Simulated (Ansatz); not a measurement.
The parent structure is TiC in the rock salt structure (space group Fm-3m, No. 225; relaxed with 0.1 eV smearing).

```
CELL_PARAMETERS angstrom
      0.00000     2.16425     2.16425
      2.16425     0.00000     2.16425
      2.16425     2.16425     0.00000
ATOMIC_POSITIONS crystal
  C  0.00000 0.00000 0.00000
  Ti 0.50000 0.50000 0.50000
```

Cartesian axes are those of the cell as printed.

All numbers come from r2SCAN (Ansatz, an electronic-structure program), no spin-orbit coupling, earlier PAW set.

Before the change:

The band gap comes out as zero.

Perturbation: uniaxial stress, 3 GPa tension along x; all other stress components relax to zero.

Task: What does the calculation give for the band gap and mean lateral Poisson ratio after the change?

Result: The band gap remains zero; the mean lateral Poisson ratio is 0.19.

Load acts through the strain it causes; cell and atoms are relaxed under it. Beyond what the load breaks, stability against distortions was not tested. All final runs are without spin polarisation.
